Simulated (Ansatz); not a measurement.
Data:

```
CELL_PARAMETERS angstrom
      3.18258     0.00000     0.00000
     -1.59129     2.75620     0.00000
      0.00000     0.00000     5.18546
ATOMIC_POSITIONS crystal
  Ga 0.66667 0.33333 0.49919
  Ga 0.33333 0.66667 0.99919
  N  0.66667 0.33333 0.87581
  N  0.33333 0.66667 0.37581
```

The numbers are results of PBEsol with spin-orbit coupling, rigid bands (plane waves, PAW; Ansatz, an electronic-structure program), not measurements. Cell: cell and atoms relaxed with PBEsol.

Problem. What conductivity effective mass do dilute electrons have at 300 K?

Solution. 0.186 (x), 0.186 (y), 0.167 (z) mₑ.

Problem. Predict the hole conductivity mass (n e² τ/σ) at 300 K, by direction if it differs.

Solution. 1.44 (x), 1.44 (y), 1.78 (z) mₑ.

Problem. And the band gap?

Solution. 1.88 eV at this level; semilocal functionals usually fall short of the measured gap.

Rigid bands, one relaxation time for all states, no polarons.
